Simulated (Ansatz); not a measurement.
Input:

```
Zn3InGaO6
1.0
    1.62171     0.93629    13.59392
   -1.62171     0.93629    13.59392
    0.00000    -1.87259    13.59392
Zn In Ga O
3 1 1 6
Direct
  0.26088   0.26088   0.26088
  0.74129   0.74129   0.74129
  0.86589   0.86589   0.86589
  0.00108   0.00108   0.00108
  0.13695   0.13695   0.13695
  0.91346   0.91346   0.91346
  0.08926   0.08926   0.08926
  0.18491   0.18491   0.18491
  0.80389   0.80389   0.80389
  0.69426   0.69426   0.69426
  0.30816   0.30816   0.30816
```

No spin polarisation.

Level of theory: Ansatz (a quantum-chemistry and plane-wave program) PBEsol, without spin-orbit coupling. Γ-centred 9×9×9 mesh, Fermi–Dirac width 0.05 eV.

**Question.** Estimate the gap character.

**Answer.** Direct at Γ.

**Question.** Estimate the valence-band top at Γ (three highest levels, from the VBM).

**Answer.** 0.00, 0.00, -0.29 eV.

**Question.** What is the computed width of the top valence band?

**Answer.** 0.68 eV.

**Question.** Estimate the electron mass.

**Answer.** 0.19 mₑ (at Γ).

Load acts through the strain it causes; cell and atoms are relaxed under it. Effective masses come from finite differences of ±0.01 Å⁻¹. No phonon test of stability was made. Competing high-pressure phases were not computed. The cell was made from Zn3InGaO6 (space group R3m, No. 160; a cell from a computed database, its experimental status unchecked) by this change: pressure 7.5 GPa.
